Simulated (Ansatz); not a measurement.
# C in the diamond structure (space group Fd-3m, No. 227)

```xyz
2
Lattice="0.0000 1.7801 1.7801 1.7801 0.0000 1.7801 1.7801 1.7801 0.0000" Properties=species:S:1:pos:R:3 pbc="T T T"
C      1.7801     1.7801     1.7801
C      2.6702     2.6702     2.6702
```

All numbers come from r2SCAN (Ansatz, a quantum-chemistry and plane-wave program, PAW, no SOC). k-mesh 16×16×16 (Γ-centred); smearing 0.05 eV (Fermi–Dirac).

```yaml
volume_per_atom: 5.64 Å³
density: 3.54 g/cm³
band_gap: 4.36 eV, indirect, Γ → Γ–X (71 % along)
electron_mass: 1.8 mₑ along k, 0.28 mₑ across
Hole mass (degenerate bands, along [100]): 0.28, 0.28, 0.47 mₑ
Lowest conduction-band minima above the VBM: a point along ⟨100⟩, about 1.3 Å⁻¹ from Γ 4.36 eV
total_energy: -251.556 eV/atom (σ→0; compares only within this code and set-up)
```

Masses are band curvatures over ±0.01 Å⁻¹ around the edge. Along k means along the line from Γ to the band edge. Gaps are read on the SCF mesh and a high-symmetry path. Stability against distortions was not tested.
